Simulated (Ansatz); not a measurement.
**Question.** Name crystals whose Seebeck coefficient, p-type 1e19 cm⁻³ lies between 400 and 630 μV/K and whose hole conductivity mass lies between 2.5 and 3.9 mₑ, by PBEsol, rigid bands (Ansatz, an electronic-structure program).

**Answer.** Many crystals can fit; among those computed here:
- Li2O2 (P6_3/mmc): 578 μV/K, 3.6 mₑ
- CsS3 (P-1): 431 μV/K, 2.8 mₑ
- Ba$_{2}$PCl (R-3m): 545 μV/K, 3.0 mₑ
- KMgF₃ (Pm-3m): 609 μV/K, 3.8 mₑ
- Si2N2O (Cmc2_1): 441 μV/K, 2.9 mₑ

Masses are for dilute carriers at 300 K, harmonic means over directions unless an axis is named. Seebeck coefficients are for the stated density at 300 K, with one relaxation time for all states and whether or not that doping can be reached. Spin-orbit coupling is left out.

Formula and space group known from diffraction (Crystallography Open Database), not checked to be the room-temperature form: Ba2PCl (R-3m), CsS3 (P-1), KMgF3 (Pm-3m), Li2O2 (P6_3/mmc), Si2N2O (Cmc2_1).
